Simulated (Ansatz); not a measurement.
# K3MoF6: uniaxial strain ε_yy = +3.83 %

Consider K₃MoF₆ (space group Fm-3m, No. 225; a = 8.979 Å; ferromagnetic; a cell from a computed database, its experimental status unchecked). Axes: x, y, z lie along the cube axes.

Now apply this change: the cell is stretched by 3.83 % along y with no lateral relaxation; the atoms relax in the strained cell.

Calculations: Ansatz (a first-principles code), PBEsol, PAW, cutoff 420 eV, scalar-relativistic without spin-orbit coupling. Γ-centred 9×9×9 mesh, Fermi–Dirac width 0.05 eV.

| quantity | base | changed | shift |
|---|---|---|---|
| volume per atom | 18.10 Å³ | 18.79 Å³ | +0.69 Å³ |
| space group | Fm-3m (No. 225) | I4/mmm (No. 139) | – |
| shortest interatomic distance | 2.036 Å | 2.036 Å | 0.000 Å |
| energy relative to the base (free energy F) | 0 meV/atom | +6.4 meV/atom | +6.4 meV/atom |
| pressure (mean of the normal stresses, compression positive) | 0.0 GPa | -1.1 GPa | -1.1 GPa |
| band gap | 1.28 eV | 1.15 eV | -0.13 eV |
| gap character | – | indirect, X → Γ | – |
| electron mass | 0.57 mₑ (at Γ) | 0.55 mₑ along y, 0.59 mₑ across (at Γ) | – |
| magnetic state | ferromagnetic | ferromagnetic | – |
| largest site moment | 1.62 μB | 1.63 μB | +0.003 μB |
| stress (xx, yy, zz, yz, xz, xy; compression positive) | – | (-0.4, -2.7, -0.4, 0.0, 0.0, 0.0) GPa | – |

Other magnetic orders, which the real material may have, were not ruled out. Masses are band curvatures over ±0.01 Å⁻¹ around the edge. Whether these cells are dynamically stable was not tested. Labels are those of the standard path for the cell's own space group.
